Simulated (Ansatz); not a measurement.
Input:

```yaml
crystal:
  lattice:
    - [4.91497, 0.00000, 0.00000]
    - [-2.45748, 4.25649, 0.00000]
    - [0.00000, 0.00000, 5.43130]
  atoms:
    - { symbol: Si, position: [0.46891, 0.00000, 0.00000] }
    - { symbol: Si, position: [0.00000, 0.46891, 0.33333] }
    - { symbol: Si, position: [0.53109, 0.53109, 0.66667] }
    - { symbol: O, position: [0.58661, 0.85583, 0.78489] }
    - { symbol: O, position: [0.14417, 0.73078, 0.11822] }
    - { symbol: O, position: [0.26922, 0.41339, 0.45156] }
    - { symbol: O, position: [0.73078, 0.14417, 0.21511] }
    - { symbol: O, position: [0.41339, 0.26922, 0.88178] }
    - { symbol: O, position: [0.85583, 0.58661, 0.54844] }
```

The cell is taken as given.

Transport runs along the normal of the first two printed cell vectors, the (001) plane of the conventional cell.

No gap correction and no spin-orbit coupling; mid-gap is the computed energy nearest the middle.

**Question.** Estimate the band gap and the smallest decay constant κ at mid-gap that Ansatz (an electronic-structure program) with r2SCAN returns for this system.

**Answer.** Gap 6.60 eV on a 12×12×6 mesh; κ = 0.510 1/Å, at the zone centre.
